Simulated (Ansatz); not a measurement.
Consider a periodic stack without vacuum, rutile IrO2 (0 0 1) on rock-salt PbTe (0 0 1) (film strained to the substrate, started from cuts of the bulks and a machine-learned relaxation; slabs Pb4Te4 and Ir6O12, which can lie off the formulas): substrate slab Pb4Te4, film Ir6O12, surface cells [[1, 0], [1, 1]] and [[0, 1], [-1, 0]], film strained by +2.6 and +2.6 %, outermost planes PbTe/PbTe and IrO/IrO as cut, which need not be the usual terminations and can put a slab off its formula. Its start:

```xyz
26
Lattice="4.6466 0.0000 -0.0180 0.0000 4.6466 -0.1147 0.2980 -2.1244 22.6403" Properties=species:S:1:pos:R:3 pbc="T T T"
Pb     4.3508    -0.1613     4.6720
Pb     1.3730     2.0068     0.5880
Pb     4.0658     1.1574    11.6155
Pb     1.9926     2.2326     7.6252
Te     1.9099     2.1892     4.4854
Te     3.8254    -0.1985     1.2008
Te     1.7944     3.3052    10.9862
Te     4.2589     0.0313     7.7735
Ir     3.6346     1.6782    14.9845
Ir     1.3174    -0.7023    13.5662
O      0.4135     0.2732    15.1132
O      2.7124     0.6868    13.5155
O      4.5535     2.5700    13.4536
O      2.2148    -1.5683    15.1577
Ir     3.6482     1.7663    18.1416
Ir     1.3201    -0.6034    16.6592
O      5.0886     0.3510    18.1901
O      2.7589     0.8134    16.6010
O      4.5257     2.6321    16.5460
O      2.2045    -1.4693    18.2487
Ir     3.6564     1.8409    21.2318
Ir     1.3257    -0.5212    19.8181
O      5.0630     0.4637    21.2787
O      2.7562     0.8799    19.6913
O      4.5464     2.7319    19.6381
O      2.2467    -1.4308    21.3398
```

The start was prepared with a machine-learned potential, and the result is one local minimum, with the in-plane cell held and forces under 0.04 eV/Å; the film can end far from its bulk form.

The numbers are results of PBE (plane waves to 420 eV, PAW; Ansatz, a program for electronic structure), not measurements. No spin–orbit coupling; the runs are not spin-polarised. Its k-point mesh 7×7×1, Fermi–Dirac width 0.05 eV.

Question: Predict the relaxed interface.

Answer: 
* **interface area**: 21.6 Å²
* **period**: 22.29 Å
* **heights between the nearest atoms of the two slabs at the two interfaces**: 1.73 and 1.73 Å
* **O–Pb contacts across the interfaces within 1.22 times the sum of covalent radii**: 4, mean 2.37 Å
* **Ir–Pb contacts across the interfaces within 1.22 times the sum of covalent radii**: 4, mean 3.17 Å
* **Ir–Te contacts across the interfaces within 1.22 times the sum of covalent radii**: 2, mean 2.61 Å
